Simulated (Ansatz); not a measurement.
# Parameter sweep on CrFe₄ (Fmmm, 5 atoms in the cell)

```
CrFe4
1.0
    0.00000     1.99713    10.05564
    1.42542     0.00000    10.05564
    1.42542     1.99713     0.00000
Cr Fe
1 4
Direct
  0.00000   0.00000   0.00000
  0.40036   0.40036   0.59964
  0.59964   0.59964   0.40036
  0.80024   0.80024   0.19976
  0.19976   0.19976   0.80024
```
Moments meant for the start (each program seeds them in its own way; μB, in the order of the atoms Cr Fe Fe Fe Fe): 3.0 4.0 4.0 4.0 4.0.

Base run A: LDA (PW92), PAW files made with PBE in Ansatz (an electronic-structure program), self-consistent single point.

Its settings: kpoints.mp_grid.grid = 7 7 7; hamiltonian.xc = lda; hamiltonian.pseudopotentials = {kind: paw} (the program's default PAW files); magnetization.spin_polarized = true; scf.occupations.method = fermi_dirac; scf.occupations.width = 0.0073 Ry.

The starting cell comes from a database of computed structures (which also holds hypothetical and non-ambient phases and stackings), without a prior relaxation at this level. The magnetic order is the one reached from the typed start; others were not searched systematically. The program warned that a starting moment was not kept. In the base run, with a pressure of about -18 GPa the cell is away from its equilibrium volume at this level. Ansatz's pressure includes its estimate of the finite-basis (Pulay) stress. Without a gap this mesh is coarse (it stands for a supercell whose shortest vector is 17 Å).

ΔF is the free energy per atom less that of run A. 

```json
[
 {"run": "A", "kpoints.mp_grid.grid, scf.occupations.width": "7 7 7, 0.0073 Ry", "ΔF (meV/atom)": "0.00", "pressure (GPa)": "-18.25", "largest force (eV/Å)": "0.048", "size of the net moment (μB/atom)": "1.67", "TS (meV/atom)": "32.7", "k-points": "64"},
 {"run": "B", "kpoints.mp_grid.grid, scf.occupations.width": "4 4 4, 0.0022 Ry", "ΔF (meV/atom)": "23.5", "pressure (GPa)": "-20.32", "largest force (eV/Å)": "0.147", "size of the net moment (μB/atom)": "1.60", "TS (meV/atom)": "2.0", "k-points": "18"},
 {"run": "C", "kpoints.mp_grid.grid, scf.occupations.width": "4 4 4, 0.0073 Ry", "ΔF (meV/atom)": "11.0", "pressure (GPa)": "-19.86", "largest force (eV/Å)": "0.103", "size of the net moment (μB/atom)": "1.61", "TS (meV/atom)": "31.0", "k-points": "18"},
 {"run": "D", "kpoints.mp_grid.grid, scf.occupations.width": "4 4 4, 0.022 Ry", "ΔF (meV/atom)": "-150.6", "pressure (GPa)": "-19.06", "largest force (eV/Å)": "0.027", "size of the net moment (μB/atom)": "1.42", "TS (meV/atom)": "418.5", "k-points": "18"},
 {"run": "E", "kpoints.mp_grid.grid, scf.occupations.width": "5 5 5, 0.0022 Ry", "ΔF (meV/atom)": "16.9", "pressure (GPa)": "-18.97", "largest force (eV/Å)": "0.052", "size of the net moment (μB/atom)": "1.65", "TS (meV/atom)": "2.4", "k-points": "27"},
 {"run": "F", "kpoints.mp_grid.grid, scf.occupations.width": "5 5 5, 0.0073 Ry", "ΔF (meV/atom)": "4.4", "pressure (GPa)": "-19.11", "largest force (eV/Å)": "0.042", "size of the net moment (μB/atom)": "1.63", "TS (meV/atom)": "30.1", "k-points": "27"},
 {"run": "G", "kpoints.mp_grid.grid, scf.occupations.width": "5 5 5, 0.022 Ry", "ΔF (meV/atom)": "-156.6", "pressure (GPa)": "-19.36", "largest force (eV/Å)": "0.037", "size of the net moment (μB/atom)": "1.40", "TS (meV/atom)": "417.6", "k-points": "27"},
 {"run": "H", "kpoints.mp_grid.grid, scf.occupations.width": "7 7 7, 0.0022 Ry", "ΔF (meV/atom)": "14.5", "pressure (GPa)": "-18.06", "largest force (eV/Å)": "0.058", "size of the net moment (μB/atom)": "1.70", "TS (meV/atom)": "2.7", "k-points": "64"},
 {"run": "I", "kpoints.mp_grid.grid, scf.occupations.width": "7 7 7, 0.022 Ry", "ΔF (meV/atom)": "-158.1", "pressure (GPa)": "-18.92", "largest force (eV/Å)": "0.023", "size of the net moment (μB/atom)": "1.43", "TS (meV/atom)": "409.2", "k-points": "64"},
 {"run": "J", "kpoints.mp_grid.grid, scf.occupations.width": "8 8 8, 0.0022 Ry", "ΔF (meV/atom)": "12.5", "pressure (GPa)": "-18.67", "largest force (eV/Å)": "0.116", "size of the net moment (μB/atom)": "1.64", "TS (meV/atom)": "2.4", "k-points": "95"},
 {"run": "K", "kpoints.mp_grid.grid, scf.occupations.width": "8 8 8, 0.0073 Ry", "ΔF (meV/atom)": "-1.17", "pressure (GPa)": "-18.57", "largest force (eV/Å)": "0.082", "size of the net moment (μB/atom)": "1.64", "TS (meV/atom)": "31.9", "k-points": "95"},
 {"run": "L", "kpoints.mp_grid.grid, scf.occupations.width": "8 8 8, 0.022 Ry", "ΔF (meV/atom)": "-159.3", "pressure (GPa)": "-18.91", "largest force (eV/Å)": "0.026", "size of the net moment (μB/atom)": "1.42", "TS (meV/atom)": "409.6", "k-points": "95"}
]
```

Run G against A: The free energy drops by 157 meV/atom, the pressure goes from -18.25 to -19.36 GPa, the largest force goes from 0.048 to 0.037 eV/Å and the size of the net moment goes from 1.67 to 1.40 μB/atom.

Run D against A: The free energy falls by 151 meV/atom, the pressure goes from -18.25 to -19.06 GPa, the largest force goes from 0.048 to 0.027 eV/Å and the size of the net moment goes from 1.67 to 1.42 μB/atom.

Run L against A: The free energy falls by 159 meV/atom, the pressure goes from -18.25 to -18.91 GPa, the largest force goes from 0.048 to 0.026 eV/Å and the size of the net moment goes from 1.67 to 1.42 μB/atom.

Keys are those of Ansatz 0.2.
